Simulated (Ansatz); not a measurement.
Quick settings and what they miss: TiSi2 (Cmcm, 6 atoms in the cell)

Self-consistent single point.

```xyz
6
Lattice="1.7284 -6.6187 0.0000 1.7284 6.6187 0.0000 0.0000 0.0000 3.4910" Properties=species:S:1:pos:R:3 pbc="T T T"
Ti     1.7284    -5.2536     2.6183
Ti     1.7284     5.2536     0.8728
Si     1.7284    -0.7711     2.6183
Si     1.7284     0.7711     0.8728
Si     1.7284     3.3134     2.6183
Si     1.7284    -3.3134     0.8728
```

Method: r2SCAN, harder PAW files (source: ansatz) made with PBE (plane waves; Ansatz, a first-principles code).

Base settings: basis.ecutwfc = 54.4 Ry; kpoints.mp_grid.grid = 8 8 8; hamiltonian.xc = r2scan; hamiltonian.pseudopotentials = {kind: paw, source: ansatz}; scf.occupations.method = methfessel_paxton; scf.occupations.width = 0.0037 Ry.

Tight run (finer mesh or higher cutoff; not a proven limit): basis.ecutwfc: 54.4 Ry → 76.1 Ry; kpoints.mp_grid.grid: 8 8 8 → 11 11 11; scf.convergence.dr2_threshold: default (1e-07 eV) → 1e-09 eV. It gave Fermi level (on the code's own zero) 13.97 eV; pressure 10.30 GPa; largest force (vector length) 0.273 eV/Å.

Quick runs, as changes from the base:
- A: the base itself
- B: basis.ecutwfc: 54.4 Ry → 32.7 Ry; kpoints.mp_grid.grid: 8 8 8 → 1 1 1; kpoints.mp_grid.shift: default → 0.5 0.5 0.5
- C: basis.ecutwfc: 54.4 Ry → 27.2 Ry; scf.convergence.dr2_threshold: default (1e-07 eV) → 0.0001 eV
- D: basis.ecutwfc: 54.4 Ry → 38.2 Ry; scf.convergence.dr2_threshold: default (1e-07 eV) → 0.0001 eV
- E: basis.ecutwfc: 54.4 Ry → 43.4 Ry; kpoints.mp_grid.grid: 8 8 8 → 2 2 2; scf.occupations.method: methfessel_paxton → cold; scf.occupations.width: 0.0037 Ry → 0.02 Ry; kpoints.mp_grid.shift: default → 0.5 0.5 0.5; scf.convergence.dr2_threshold: default (1e-07 eV) → 0.001 eV
- F: kpoints.mp_grid.grid: 8 8 8 → 4 4 4; scf.occupations.width: 0.0037 Ry → 0.01 Ry

Dashes: time of B, C, E, F, under 30 s.

The count of work is k-points × plane waves × bands × iterations; it is no time. Core times come from one kind of shared machine and are given to one figure; runs under 30 s give none.

Pressures in the table are Ansatz's without its Pulay estimate, at a fixed set of plane waves; the tight run's value above holds the estimate.

The starting cell comes from a database of computed structures (which also holds hypothetical and non-ambient phases and stackings), without a prior relaxation at this level. Its lattice was rescaled by a random factor within 2.5 % of one. Spin polarisation is off. In the base run, with a pressure of about 10 GPa the cell is away from its equilibrium volume at this level.

| run | energy less tight (meV/atom) | pressure less tight (GPa) | largest miss in a force vector (eV/Å) | count of work / tight | core time / tight (rough) |
|---|---|---|---|---|---|
| A | -0.2 | -0.06 | 0.022 | 0.27 | 0.3 |
| B | 349.0 | -6.26 | 2.047 | 0.0011 | – |
| C | 392.6 | -26.40 | 0.137 | 0.073 | – |
| D | 8.2 | -0.96 | 0.025 | 0.12 | 0.3 |
| E | 9.6 | 1.05 | 0.559 | 0.0024 | – |
| F | 1.7 | 0.02 | 0.126 | 0.053 | – |

Among the runs at the tight run's level, the energy misses run from 0.2 to 392.6 meV/atom.

Keys are those of Ansatz 0.2.
